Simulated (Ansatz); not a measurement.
Consider TiB2 (space group P6/mmm, No. 191).

```yaml
crystal:
  lattice:
    - [3.01738, 0.00000, 0.00000]
    - [-1.50869, 2.61313, 0.00000]
    - [0.00000, 0.00000, 3.18507]
  atoms:
    - { symbol: Ti, position: [0.00000, 0.00000, 0.00000] }
    - { symbol: B, position: [0.66667, 0.33333, 0.50000] }
    - { symbol: B, position: [0.33333, 0.66667, 0.50000] }
```

Cartesian axes are those of the cell as printed.

Calculations: plane-wave PAW DFT at the PBEsol level (Ansatz, a quantum-chemistry and plane-wave program, 420 eV), no spin-orbit coupling.

Base values:

| Property | Result |
|---|---|
| Pressure | 0.0 GPa |
| Band gap | zero |

One thing is altered: the cell is compressed by 0.50 % along z with no lateral relaxation; the atoms relax in the strained cell.

Question: What happens to the energy relative to the base, pressure and band gap?

Answer: The energy goes up by 0.3 meV/atom; the pressure (mean of the normal stresses, compression positive) goes from zero to 1.2 GPa; the band gap remains zero.

A case with no gap was solved on a k-mesh chosen for an insulator, which is coarse for it. Without a gap, meshes like the base's 13×13×10 leave anisotropic stresses uncertain by several tenths of a GPa, and small strain energies with them. No phonon test of stability was made. All final runs are without spin polarisation.
